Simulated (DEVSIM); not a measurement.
abrupt In0.53Ga0.47As n-p junction

Structure: abrupt In0.53Ga0.47As n-p junction, at 250 K.

```csv
layer (left to right),material,thickness (μm),Nd (cm⁻³),Na (cm⁻³),τn (s),τp (s)
1,In0.53Ga0.47As,57.0,3.9e15,-,7.1e-10,7.1e-10
2,In0.53Ga0.47As,35.0,-,1.3e15,7.1e-10,7.1e-10
```

Left contact: ohmic. Right contact: ohmic. Voltage is applied to the left contact. Recombination: SRH at mid-gap, radiative, Auger. Mobility is constant in doping.

The device is made up for the run: typed textbook-type constants, with dimensions and the other settings drawn at random. Values at 300 K; Nc and Nv go as T^1.5, mobilities as T to minus their exponent, the gap by Varshni's rule with the affinity fixed.

| parameter | In0.53Ga0.47As |
|---|---|
| gap (eV) | 0.74 |
| affinity (eV) | 4.51 |
| permittivity | 13.9 |
| Nc (cm⁻³) | 2.1e17 |
| Nv (cm⁻³) | 7.7e18 |
| μn (cm²/Vs) | 12000 |
| μp (cm²/Vs) | 300 |
| T exponent of μn | 1.6 |
| T exponent of μp | 1.6 |
| B (cm³/s) | 9.6e-11 |
| Cn (cm⁶/s) | 5e-29 |
| Cp (cm⁶/s) | 5e-29 |
| Varshni α (eV/K) | 0.00035 |
| Varshni β (K) | 190 |

DEVSIM, 1D drift-diffusion, Boltzmann statistics, complete ionisation; no tunnelling, impact ionisation, image-force lowering or self-heating.

```
Item                                               Result
---------------------------------------------  ----------
Potential step across the device at zero bias     0.493 V
Largest field in the device at zero bias       11000 V/cm
Dark forward voltage at 1 A/cm²                   0.394 V
```

Dark forward current:

(V (V), J (A/cm²)): (-0.05, -5.7e-5); (-0.15, -0.00093); (-0.25, -0.017); (-0.30, -0.091); (-0.40, -1.1); (-0.50, -3.4); (-0.60, -6.2); (-0.65, -7.8); (-0.75, -11); (-0.85, -15); (-0.95, -20); (-1.00, -22); (-1.10, -28); (-1.20, -34)

Dark reverse current:

```json
[
 {"V (V)": "0.04", "J (A/cm²)": "1.9e-5"},
 {"V (V)": "0.10", "J (A/cm²)": "3.8e-5"},
 {"V (V)": "0.20", "J (A/cm²)": "6.2e-5"},
 {"V (V)": "0.30", "J (A/cm²)": "8.3e-5"},
 {"V (V)": "0.40", "J (A/cm²)": "0.00010"},
 {"V (V)": "0.60", "J (A/cm²)": "0.00014"},
 {"V (V)": "0.80", "J (A/cm²)": "0.00017"},
 {"V (V)": "1.00", "J (A/cm²)": "0.00020"},
 {"V (V)": "1.30", "J (A/cm²)": "0.00024"},
 {"V (V)": "1.60", "J (A/cm²)": "0.00028"},
 {"V (V)": "2.00", "J (A/cm²)": "0.00032"}
]
```
